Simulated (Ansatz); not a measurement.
An Ansatz (a quantum-chemistry and plane-wave program) input (Ansatz PBEsol, no SOC, earlier PAW set):

Ansatz 0.2 input:
```yaml
crystal:
  lattice:
    - [4.1759063064, 0, 0]
    - [0, 4.1759063064, 0]
    - [0, 0, 4.1759063064]
  atoms:
    - { symbol: Ti, position: [0.5, 0.5, 0.5] }
    - { symbol: Ba, position: [0, 0, 0] }
    - { symbol: C, position: [0.5, 0.5, 0] }
    - { symbol: C, position: [0.5, 0, 0.5] }
    - { symbol: C, position: [0, 0.5, 0.5] }
basis: { ecutwfc: 420, ecutrho_ratio: 4, xc_grid: 2, fft_grid_basis: typed }
kpoints: { mp_grid: { grid: [11, 11, 11] } }
hamiltonian:
  xc: pbesol
  dispersion: none
  pseudopotentials: { azcp: { folder: ./paw }, kind: paw }
scf: { occupations: { method: fermi_dirac, width: 0.05 }, convergence: { dr2_threshold: 0.0000000005 } }
output: { forces: true, stress: true }
checkpoint: { write: state.ck, write_every: 1000 }
```

**Question.** Which symmetry and how many k-points will the program report, and about how many plane waves at Γ?

**Answer.** Space group Pm-3m (ITA 221) with 48 operations, k-points 56 of 1331, and 1365 plane waves at Γ.

No phonon test of stability was made. The final runs are not spin-polarised. The cell was made from BaTiO3 by this change: O → C; the result is a hypothetical phase, not in the database extracts checked. BaTiC3 has a high density of states at the Fermi level and may be magnetic at this level.
